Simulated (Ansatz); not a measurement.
Take TiSi₂ (space group Cmcm, No. 63; a = 3.546 Å, b = 13.565 Å, c = 3.580 Å) as the base. Axes: x, y, z lie along a, b, c of the conventional cell.

Method: Kohn–Sham DFT with the PBE functional, run in Ansatz (a program for electronic structure) with PAW and 420 eV plane waves, no spin-orbit coupling, earlier PAW set.

One thing is altered: every lattice vector is shortened by 1.48 %, atoms relaxed at fixed cell.

Q: Predict the stress tensor and what it implies for the stiffness.

A: Stress of the strained cell less that of the base (GPa, compression positive):
```
    7.0     0.0     0.0
    0.0     5.1     0.0
    0.0     0.0     7.6
```

Then B = −ΔP/(ΔV/V₀) with ΔV/V₀ = -0.0437 gives secant stiffness values (nonlinear terms included at this strain): B (at held cell shape, above the free-shape value) ≈ 150 GPa.

As a check, the harmonic strain energy −½ V₀ Δσ:ε is 13 meV/atom; the computed energy rise is 12 meV/atom.

Whether these cells are dynamically stable was not tested. The final runs are not spin-polarised.
